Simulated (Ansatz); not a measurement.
## Short convergence ladders for TiAl (Pm-3m, 2 atoms in the cell)

```yaml
crystal:
  lattice:
    - [3.16316, 0.00000, 0.00000]
    - [0.00000, 3.16316, 0.00000]
    - [0.00000, 0.00000, 3.16316]
  atoms:
    - { symbol: Ti, position: [0.00000, 0.00000, 0.00000] }
    - { symbol: Al, position: [0.50000, 0.50000, 0.50000] }
```

Base method: LDA (PW92), default PAW files made with PBE (plane waves; Ansatz, a quantum-chemistry and plane-wave program).

Base settings: basis.ecutwfc = 420 eV; kpoints.mp_grid.grid = 10 10 10; hamiltonian.xc = lda; hamiltonian.pseudopotentials = {kind: paw} (the program's default PAW files); scf.occupations.method = gaussian; scf.occupations.width = 0.1 eV.

**Zone-centre phonons against the cutoff**

In this ladder: phonons.method = dfpt.

The mesh stays at the base's, so the ladder's end is converged at best in this setting alone.

Frequencies are those of the unrelaxed cell, without the LO-TO term of polar crystals.

Only quantities that move along the ladder and can be compared are tabulated.

| basis.ecutwfc | highest zone-centre frequency (cm⁻¹) |
|---|---|
| 210 eV | 279.6 |
| 250 eV | 295.4 |
| 295 eV | 318.1 |
| 355 eV | 308.1 |
| 420 eV | 308.6 |
| 505 eV | 308.6 |
| 630 eV | 308.6 |

Coarsest basis.ecutwfc that holds the highest zone-centre frequency within 1 cm⁻¹ of the last step, with all finer ones: 355 eV; the step before is off by 9.6 cm⁻¹.

**Zone-centre phonons against the mesh**

In this ladder: phonons.method = dfpt.

Frequencies are those of the unrelaxed cell, without the LO-TO term of polar crystals.

Only quantities that move along the ladder and can be compared are tabulated.

```csv
kpoints.mp_grid.grid,highest zone-centre frequency (cm⁻¹)
3 3 3,307.5
4 4 4,315.6
5 5 5,310.9
7 7 7,308.8
8 8 8,308.9
12 12 12,308.7
15 15 15,308.6
19 19 19,308.7
24 24 24,308.8
```

Coarsest kpoints.mp_grid.grid that holds the highest zone-centre frequency within 5 cm⁻¹ of the last step, with all finer ones: 5 5 5; the step before is off by 6.9 cm⁻¹.

**The force threshold of a relaxation**

On TiAl (P4mm, 2 atoms in the cell): one atom moved by 0.15 angstrom.

In this ladder: relax = atoms.

The mesh stays at the base's, so the ladder's end is converged at best in this setting alone.

Only quantities that move along the ladder and can be compared are tabulated.

```tsv
relax.f_tol	largest force left (eV/Å)	relaxation steps
0.2 eV/Å	0.0180	3
0.1 eV/Å	0.0180	3
0.05 eV/Å	0.0180	3
0.03 eV/Å	0.0180	3
0.02 eV/Å	0.0180	3
0.01 eV/Å	0.0001	4
0.005 eV/Å	0.0001	4
0.002 eV/Å	0.0001	4
0.001 eV/Å	0.0001	5
```

Coarsest relax.f_tol that holds the largest force left within 0.01 eV/Å of the last step, with all finer ones: 0.01 eV/Å; the step before is off by 0.018 eV/Å.

On the base run: the starting cell comes from a database of computed structures (which also holds hypothetical and non-ambient phases and stackings), without a prior relaxation at this level. Its lattice was rescaled by up to half a per cent. Spin polarisation is off. In the base run, with a pressure of about -4 GPa the cell is away from its equilibrium volume at this level.

Keys are those of Ansatz 0.2.
